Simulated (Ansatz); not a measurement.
System: SiC (model structure, started from the CdTe type, P6₄22, No. 181, 6 atoms in the cell). Method: G0W0@PBEsol in Ansatz (hard PAW, contour deformation, complete-basis limit).

Run with largest k mesh 12×12×4 (not extrapolated in the mesh).

Cell (relaxed with PBEsol):

```
CELL_PARAMETERS angstrom
      3.06726     0.00000     0.00000
     -1.53363     2.65632     0.00000
      0.00000     0.00000     7.02250
ATOMIC_POSITIONS crystal
  Si 0.00000 0.50000 0.66667
  Si 0.50000 0.50000 0.00000
  Si 0.50000 0.00000 0.33333
  C  0.00000 0.50000 0.16667
  C  0.50000 0.50000 0.50000
  C  0.50000 0.00000 0.83333
```

Q: Estimate the band gap that the calculation returns.

A: 
- band gap: 1.62 eV (indirect)

Note: the correction to the complete basis was taken at k points off the band edges; the relaxation could raise the start's symmetry but not lower it, so the cell can be a saddle point; the gap holds a correction of +0.23 eV to the complete basis, taken at k points off the band edges.

The computed numbers hold no vibrational or temperature effects.

The result took around 6 core-hours (rough).

A model structure was made by putting elements into a prototype or built by hand; it is no filed structure, need not be a known phase, and can be a saddle point held by its symmetry.

Ansatz is a quantum-chemistry and plane-wave program.
